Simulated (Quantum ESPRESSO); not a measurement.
Worked example: self-consistent single point of BaIn₃Pt (P1, 5 atoms in the cell) in Quantum ESPRESSO.

Method: LDA (PZ), GBRV 1.5 ultrasoft (LDA) pseudopotentials (plane waves; Quantum ESPRESSO).

The change in words: atoms moved at random. Reference geometry:
```
CELL_PARAMETERS angstrom
      2.43916    -2.43916     5.92728
      2.43916     2.43916     5.92728
     -2.43916    -2.43916     5.92728
ATOMIC_POSITIONS crystal
  Ba 0.00000 0.99738 0.99738
  In 0.50000 0.23808 0.73808
  In 0.50000 0.73808 0.23808
  In 0.00000 0.39890 0.39890
  Pt 0.00000 0.62757 0.62757
```

Reference input (self-consistent single point, DFT, LDA (PZ), plane waves, GBRV 1.5 ultrasoft (LDA) pseudopotentials): ecutwfc = 40 Ry; ecutrho = 320 Ry; occupations = smearing; smearing = gauss; degauss = 0.0036749 Ry; potentials = {Ba: ba_lda_v1.uspp.F.UPF, In: in_lda_v1.4.uspp.F.UPF, Pt: pt_lda_v1.4.uspp.F.UPF}; K_POINTS = automatic 5 5 5 0 0 0; conv_thr = 1e-10 Ry; mixing_beta = 0.7. This run's input differs from it in these lines:

```diff
@@ -9,5 +9,3 @@
 &system
-  ibrav = 7
-  celldm(1) = 9.2186925277
-  celldm(3) = 2.430048282996
+  ibrav = 0
   nat = 5
@@ -29,9 +27,13 @@
 ATOMIC_POSITIONS angstrom
-Ba    0.0000000000    0.0000000000   11.8234990580
-In   -2.4391610000    0.0000000000    2.8223331686
-In    0.0000000000    2.4391610000    2.8223331686
-In    0.0000000000    0.0000000000    4.7287831862
-Pt    0.0000000000    0.0000000000    7.4395649641
+Ba    0.0540835168    0.0029196757   11.8171390877
+In   -0.0952150888    2.4061981782    2.7810200340
+In    2.4834122589    0.0566421967    2.8858024722
+In   -0.0279918116   -0.0324945028    4.7173079741
+Pt    0.0248672464    0.0058954521    7.4352439777
 K_POINTS automatic
 5 5 5  0 0 0
+CELL_PARAMETERS angstrom
+  -2.4391610000     2.4391610000     5.9272790000
+   2.4391610000    -2.4391610000     5.9272790000
+   2.4391610000     2.4391610000    -5.9272790000
```

Log, with long lists cut:

```
     Self-consistent Calculation

     iteration #  1     ecut=    40.00 Ry     beta= 0.70

     negative rho (up, down):  2.258E-01 0.000E+00

     total energy              =    -659.10404028 Ry
     estimated scf accuracy    <      31.90924000 Ry

     iteration #  2     ecut=    40.00 Ry     beta= 0.70

     negative rho (up, down):  1.076E-01 0.000E+00

     total energy              =    -668.26206688 Ry
     estimated scf accuracy    <     103.61937024 Ry

     iteration #  3     ecut=    40.00 Ry     beta= 0.70

     negative rho (up, down):  1.977E-01 0.000E+00

     total energy              =    -680.70555411 Ry
     estimated scf accuracy    <       5.00015340 Ry

   [... 10 blocks of this kind left out ...]

     iteration # 14     ecut=    40.00 Ry     beta= 0.70

     negative rho (up, down):  2.609E-01 0.000E+00

     total energy              =    -680.67840956 Ry
     estimated scf accuracy    <          2.5E-10 Ry

     iteration # 15     ecut=    40.00 Ry     beta= 0.70

     negative rho (up, down):  2.609E-01 0.000E+00
     End of self-consistent calculation

     the Fermi energy is    10.1881 ev

!    total energy              =    -680.67840956 Ry
     estimated scf accuracy    <          3.0E-11 Ry
     smearing contrib. (-TS)   =      -0.00032453 Ry
     internal energy E=F+TS    =    -680.67808503 Ry

     convergence has been achieved in  15 iterations

     negative rho (up, down):  2.609E-01 0.000E+00

     Forces acting on atoms (cartesian axes, Ry/au):

     atom    1 type  1   force =    -0.00545298   -0.00170893    0.00298662
     atom    2 type  2   force =     0.02633588    0.00500199   -0.00155336
     atom    3 type  2   force =    -0.01053937   -0.00923247   -0.01188026
     atom    4 type  2   force =     0.01012906    0.00099733    0.00978353
     atom    5 type  3   force =    -0.02047258    0.00494208    0.00066348

     Total force =     0.041753     Total SCF correction =     0.000027

     negative rho (up, down):  2.609E-01 0.000E+00
          total   stress  (Ry/bohr**3)                   (kbar)     P=      -64.44
  -0.00038289   0.00000374   0.00003878          -56.32        0.55        5.70
   0.00000374  -0.00045521  -0.00001626            0.55      -66.96       -2.39
   0.00003878  -0.00001626  -0.00047601            5.70       -2.39      -70.02

   JOB DONE.
```

The run converged in 15 iterations. Against the reference run the free energy rises by 14.3 meV/atom, the pressure goes from -6.69 to -6.44 GPa and the largest force goes from 0.171 to 0.690 eV/Å.

The starting cell comes from a database of computed structures (which also holds hypothetical and non-ambient phases and stackings), without a prior relaxation at this level. Its lattice was rescaled by a random factor within 2.5 % of one. For this run, on top of that: atoms moved at random. Spin polarisation is off. With a pressure of about -6 GPa the cell is away from its equilibrium volume at this level.

Cost on one core of a shared machine: roughly 5 min.
